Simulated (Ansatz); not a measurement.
Results of r²SCAN in Ansatz (PAW) for Au₃Ag (Pm-3m, No. 221, 4 atoms in the cell; start mp-863750).

Settings: plane-wave cutoff 560 eV, 14×14×14 k mesh, Fermi–Dirac smearing 0.05 eV, no spin polarisation, scalar-relativistic PAW data made under PBE.

Cell (relaxed at this level):

```yaml
crystal:
  lattice:
    - [4.11600, 0.00000, 0.00000]
    - [0.00000, 4.11600, 0.00000]
    - [0.00000, 0.00000, 4.11600]
  atoms:
    - { symbol: Ag, position: [0.50000, 0.50000, 0.50000] }
    - { symbol: Au, position: [0.50000, 0.00000, 0.00000] }
    - { symbol: Au, position: [0.00000, 0.50000, 0.00000] }
    - { symbol: Au, position: [0.00000, 0.00000, 0.50000] }
```

Q: Give the computed bulk modulus B0.

A: 
* **bulk modulus B0**: 140 GPa

The run finds no gap.

Note: the bulk modulus is −V dP/dV from two relaxed cells at ±2 % in volume; the relaxation could not lower the start's symmetry, so the cell can be a saddle point above a distorted one.

Spin–orbit coupling is not included; it can shift volumes and moduli of such heavy elements.

The computed numbers hold no vibrational or temperature effects.

The result took about 3.0 core-minutes (a rough figure).

A start named mp-… is a Materials Project structure, which need not be a measured phase.

Ansatz is a first-principles code.
